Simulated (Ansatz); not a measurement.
The reference is GaAs in the zinc blende structure (space group F-43m, No. 216; a = 5.603 Å). Axes: x, y, z lie along the cube axes.

Computed with LDA (Ansatz, a first-principles code, PAW, without spin-orbit coupling).

Base values:

| Quantity | Value |
|---|---|
| Valley order | Γ 0.49 eV; L along ⟨111⟩ 0.92 eV; a point along ⟨100⟩, about 1.0 Å⁻¹ from Γ 1.26 eV |

The change: tensor shear ε_xy = +1.14 % (engineering shear γ = 0.0228), atoms relaxed at fixed cell.

Question: What happens to the stress and valley order?

Answer: The stress (xx, yy, zz, yz, xz, xy; compression positive) amounts to (0.04, 0.04, 0.00, 0.00, 0.00, -1.34) GPa; the valley order (the lowest conduction-band minima on the path, energy above the VBM, named in the base's zone) changes from Γ 0.49 eV; L along ⟨111⟩ 0.92 eV; a point along ⟨100⟩, about 1.0 Å⁻¹ from Γ 1.26 eV to Γ 0.39 eV; L along [1-1-1] 0.72 eV; L along [111] 0.94 eV; a point along [001], about 1.0 Å⁻¹ from Γ 1.11 eV.

The levels and masses belong to the bands next to the band gap. The cells carry an imposed strain or load. Stability against distortions was not tested.
